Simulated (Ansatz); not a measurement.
**PtGa2 (model structure, started from the C15 type, Fd-3m, No. 227, 6 atoms in the cell)**

These are r²SCAN (Ansatz, a first-principles code, plane waves, PAW) values and carry that method's errors.

Numerical settings: plane-wave cutoff 560 eV, 14×14×14 k mesh, Fermi–Dirac smearing 0.05 eV, scalar-relativistic PAW data made under PBE.

Cell (relaxed at this level):

Space group Fd-3m, origin choice 1 (No. 227); a = 7.217 Å, b = 7.217 Å, c = 7.217 Å, α = 90.00°, β = 90.00°, γ = 90.00°

```csv
atom,site,symmetry,x,y,z
Ga,16c,.-3m,0.1250,0.1250,0.1250
Pt,8b,-43m,0.5000,0.5000,0.5000
```
(The calculation used a cell of 6 atoms; values per cell refer to that cell.)

```json
{
 "band_gap": "zero (no gap)",
 "bulk_modulus": "117 GPa"
}
```

Note: the bulk modulus is −V dP/dV from two relaxed cells at ±2 % in volume; the relaxation could raise the start's symmetry but not lower it, so the cell can be a saddle point.

Spin–orbit coupling is not included.

The computed numbers hold no vibrational or temperature effects.

Computing time: around 4 core-minutes (rough).

A model structure was made by putting elements into a prototype or built by hand; it is no filed structure, need not be a known phase, and can be a saddle point held by its symmetry.
